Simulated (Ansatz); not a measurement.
This Ansatz (a program for electronic structure) input is the reference run, CsPbBr₃ in the cubic perovskite structure (space group Pm-3m, No. 221), computed with DFT with LDA, PAW potentials and a 420 eV plane-wave cutoff in Ansatz, no SOC:

Ansatz 0.2 input:
```yaml
crystal:
  lattice:
    - [5.7702202465, 0, 0]
    - [0, 5.7702202465, 0]
    - [0, 0, 5.7702202465]
  atoms:
    - { symbol: Cs, position: [0, 0, 0] }
    - { symbol: Pb, position: [0.5, 0.5, 0.5] }
    - { symbol: Br, position: [0.5, 0, 0.5] }
    - { symbol: Br, position: [0, 0.5, 0.5] }
    - { symbol: Br, position: [0.5, 0.5, 0] }
basis: { ecutwfc: 420, ecutrho_ratio: 4, xc_grid: 2, fft_grid_basis: typed }
kpoints: { mp_grid: { grid: [6, 6, 6] } }
hamiltonian:
  xc: lda
  dispersion: none
  pseudopotentials: { kind: paw }
scf: { occupations: { method: fermi_dirac, width: 0.05 }, convergence: { dr2_threshold: 0.0000000005 } }
output: { forces: true, stress: true }
checkpoint: { write: state.ck, write_every: 1000 }
```

**Question.** Write the input for this change: uniaxial strain ε_zz = +2.40 %, all other strain components held at zero; the atoms relax in the strained cell.

**Answer.** 
Ansatz 0.2 input:
```yaml
crystal:
  lattice:
    - [5.7702202465, 0, 0]
    - [0, 5.7702202465, 0]
    - [0, 0, 5.9087055324]
  atoms:
    - { symbol: Cs, position: [0, 0, 0] }
    - { symbol: Pb, position: [0.5, 0.5, 0.5] }
    - { symbol: Br, position: [0.5, 0, 0.5] }
    - { symbol: Br, position: [0, 0.5, 0.5] }
    - { symbol: Br, position: [0.5, 0.5, 0] }
basis: { ecutwfc: 420, ecutrho_ratio: 4, xc_grid: 2, fft_grid_basis: typed }
kpoints: { mp_grid: { grid: [6, 6, 6] } }
hamiltonian:
  xc: lda
  dispersion: none
  pseudopotentials: { kind: paw }
scf: { occupations: { method: fermi_dirac, width: 0.05 }, convergence: { dr2_threshold: 0.0000000005 } }
relax: { f_tol: 0.005, max_steps: 50 }
output: { forces: true, stress: true }
checkpoint: { write: state.ck, write_every: 1000 }
```
This is the input that was run.

No phonon test of stability was made. Many cubic perovskites are stable only at high temperature; tilts and polar distortions were not tested. This is not the structure that CsPbBr3 has at room temperature and ambient pressure.
